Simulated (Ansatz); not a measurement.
The starting structures come from a database of crystals and need not be the phases stable at ambient conditions.

 Where the default PAW files enter, the runs use the earlier of Ansatz's two default sets.

The decay constant κ of evanescent states in the gap governs leakage through a thin film.

Given:

```
CELL_PARAMETERS angstrom
      3.86560     0.00000     0.00000
      0.00000     5.21850     0.00000
      0.00000     0.00000     5.32500
ATOMIC_POSITIONS crystal
  W  0.06518 0.00000 0.50000
  W  0.93482 0.50000 0.00000
  O  0.51082 0.00000 0.50000
  O  0.48918 0.50000 0.00000
  O  0.00000 0.25000 0.25000
  O  0.00000 0.75000 0.25000
  O  0.00000 0.75000 0.75000
  O  0.00000 0.25000 0.75000
```

Space group of this cell: Pmmn. The cell is strained (lengths across the current scaled by 0.98, ions clamped); by PBEsol its mean pressure is 8.7 GPa.

Transport runs along the normal of the first two printed cell vectors.

The gap is the functional's own. No spin-orbit coupling. Mid-gap values are interpolated on the energy grid.

**Question.** State the band gap and the smallest decay constant κ at mid-gap according to Ansatz (a program for electronic structure) with PBEsol.

**Answer.** Gap 0.60 eV on a 8×6×6 mesh; κ = 0.104 1/Å, at the zone centre.
